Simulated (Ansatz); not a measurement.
Worked example: relaxation of the atoms of SrMg2 (P1, 12 atoms in the cell) in Ansatz (a quantum-chemistry and plane-wave program).

Method of the run: PBEsol, default PAW files made with PBE (plane waves; Ansatz).

The change in words: atoms moved at random; relax: default → atoms; relax.f_tol: default → 0.005 eV/Å. Reference geometry:
```
CELL_PARAMETERS angstrom
      6.48380     0.00000     0.00000
     -3.24190     5.61514     0.00000
      0.00000     0.00000    10.45140
ATOMIC_POSITIONS crystal
  Sr 0.33333 0.66667 0.06071
  Sr 0.66667 0.33333 0.56071
  Sr 0.33333 0.66667 0.43929
  Sr 0.66667 0.33333 0.93929
  Mg 0.00000 0.00000 0.00000
  Mg 0.00000 0.00000 0.50000
  Mg 0.83315 0.66630 0.25000
  Mg 0.16685 0.83315 0.75000
  Mg 0.33370 0.16685 0.25000
  Mg 0.16685 0.33370 0.75000
  Mg 0.83315 0.16685 0.25000
  Mg 0.66630 0.83315 0.75000
```

Reference input (self-consistent single point, DFT, PBEsol, plane waves, default PAW files made with PBE): basis.ecutwfc = 420 eV; kpoints.mp_grid.grid = 5 5 3; hamiltonian.xc = pbesol; hamiltonian.pseudopotentials = {kind: paw} (the program's default PAW files); scf.occupations.method = cold; scf.occupations.width = 0.2 eV. This run's input differs from it in these lines:

Ansatz 0.2 input:
```diff
@@ -7,14 +7,14 @@
   atoms:
-    - { symbol: Sr, position: [0.333333, 0.666667, 0.060710] }
-    - { symbol: Sr, position: [0.666667, 0.333333, 0.560710] }
-    - { symbol: Sr, position: [0.333333, 0.666667, 0.439290] }
-    - { symbol: Sr, position: [0.666667, 0.333333, 0.939290] }
-    - { symbol: Mg, position: [0.000000, 0.000000, 0.000000] }
-    - { symbol: Mg, position: [0.000000, 0.000000, 0.500000] }
-    - { symbol: Mg, position: [0.833150, 0.666300, 0.250000] }
-    - { symbol: Mg, position: [0.166850, 0.833150, 0.750000] }
-    - { symbol: Mg, position: [0.333700, 0.166850, 0.250000] }
-    - { symbol: Mg, position: [0.166850, 0.333700, 0.750000] }
-    - { symbol: Mg, position: [0.833150, 0.166850, 0.250000] }
-    - { symbol: Mg, position: [0.666300, 0.833150, 0.750000] }
+    - { symbol: Sr, position: [0.339622, 0.669358, 0.060295] }
+    - { symbol: Sr, position: [0.670392, 0.330155, 0.561323] }
+    - { symbol: Sr, position: [0.332162, 0.680799, 0.433804] }
+    - { symbol: Sr, position: [0.656871, 0.339795, 0.943533] }
+    - { symbol: Mg, position: [-0.001877, -0.005959, -0.003279] }
+    - { symbol: Mg, position: [-0.009446, -0.016054, 0.505660] }
+    - { symbol: Mg, position: [0.833404, 0.664241, 0.255852] }
+    - { symbol: Mg, position: [0.169603, 0.822735, 0.744088] }
+    - { symbol: Mg, position: [0.342920, 0.177606, 0.251122] }
+    - { symbol: Mg, position: [0.167965, 0.324291, 0.747645] }
+    - { symbol: Mg, position: [0.830241, 0.166613, 0.253930] }
+    - { symbol: Mg, position: [0.668143, 0.846418, 0.746025] }
 basis:
@@ -28,2 +28,4 @@
   occupations: { method: cold, width: 0.2 }
+relax:
+  f_tol: 0.005
 output:
```

Log, with long lists cut:

```
   [... SCF lines of the steps left out ...]
relax step   1: F+E_penalty+E_count = -29266.37348292 eV  Δ(F+E_penalty+E_count) = +0.000e0 eV  max|allowed force component| = 2.258e-1 eV/Å  Δτ_max = 0.0000 Å  (6 SCF iters, dr2 threshold 6.25e-7 eV, accepted)
relax step   2: F+E_penalty+E_count = -29266.44453210 eV  Δ(F+E_penalty+E_count) = -7.105e-2 eV  max|allowed force component| = 8.242e-2 eV/Å  Δτ_max = 0.0819 Å  (5 SCF iters, dr2 threshold 3.19e-6 eV, accepted)
relax step   3: F+E_penalty+E_count = -29266.45516640 eV  Δ(F+E_penalty+E_count) = -1.063e-2 eV  max|allowed force component| = 4.205e-3 eV/Å  Δτ_max = 0.0491 Å  (8 SCF iters, dr2 threshold 4.25e-7 eV, accepted)
relax step   4: F+E_penalty+E_count = -29266.45516650 eV  Δ(F+E_penalty+E_count) = -9.745e-8 eV  max|allowed force component| = 4.205e-3 eV/Å  Δτ_max = 0.0000 Å  (3 SCF iters, accepted)
Stability not checked (fill_not_monotonic)
Free energy (F): -29266.455167 eV
Internal energy: -29266.445179 eV  (E = F + TS)
E sigma→0 (E₀):  -29266.451837 eV
Entropy (-TS):   -0.009987 eV (-0.832 meV/atom)
Fermi energy:    5.498882 eV
--- Forces (eV/Å), atoms counted from 1 ---
  atom   1  Sr    -0.00017465    -0.00089190     0.00052347
  atom   2  Sr    -0.00052004     0.00109801    -0.00273104
  atom   3  Sr     0.00181190    -0.00170034     0.00314057
  atom   4  Sr     0.00150026    -0.00092571    -0.00098674
  atom   5  Mg    -0.00040729     0.00286070     0.00173009
  atom   6  Mg    -0.00083579     0.00416499    -0.00191659
   [... lines left out ...]
    - { symbol: Mg, position: [0.33513119863395197, 0.16771688139738553, 0.24998468108873337] }
    - { symbol: Mg, position: [0.16746415552821928, 0.334764290729187, 0.7500280332281637] }
    - { symbol: Mg, position: [0.8325279154266877, 0.16754096426233392, 0.25007221658550177] }
    - { symbol: Mg, position: [0.6649743542905142, 0.8329033627557242, 0.7499276206221166] }
```

The run converged. 

Summary of the result:
```
Quantity                                                 Result
-----------------------------------------------  --------------
Free energy E − TS (on the zero of these files)  -29266.4552 eV
Fermi level (on the code's own zero)                    5.50 eV
Pressure                                              -1.02 GPa
Largest force (vector length)                        0.005 eV/Å
Relaxation steps                                              4
```

The starting cell comes from a database of published, mostly measured structures (it also holds non-ambient and calculated ones), without a prior relaxation at this level. For this run, on top of that: atoms moved at random. Ansatz's pressure includes its estimate of the finite-basis (Pulay) stress.

Cost on one core of a shared machine: roughly 2 min.
